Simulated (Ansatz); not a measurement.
Take PbS in the rock salt structure (space group Fm-3m, No. 225; a = 5.9027 Å) as the base.

All numbers come from PBEsol (Ansatz, a program for electronic structure; PAW; 420 eV plane waves; no SOC).

Before the change:

- Gap between the host's bands: 0.19 eV
- Gap character: direct at L

Now apply this change: electron doping at 1.0×10^21 cm⁻³ (0.0514 per cell), with a uniform compensating background at fixed cell and a 300 K Fermi–Dirac width.

Problem. What happens to the gap between the host's bands, Fermi level from band edge and gap character?

Solution. The gap between the host's bands decreases by 0.01 eV, from 0.19 eV to 0.18 eV; the Fermi level relative to the doped band's edge (positive inside the band; to 0.05 eV) amounts to +0.55 eV; the gap character remains direct at L.

Carriers are added with a uniform compensating background; total energy and stress of such cells depend on the potential's zero and are not compared; many-body gap narrowing is missing at this level. Spin-orbit coupling, missing from the scalar runs, can matter with Pb. Stability against distortions was not tested. The base started in P3_121 and relaxed to Fm-3m at this level. The zero or small gap of PbS can change with the level of theory.
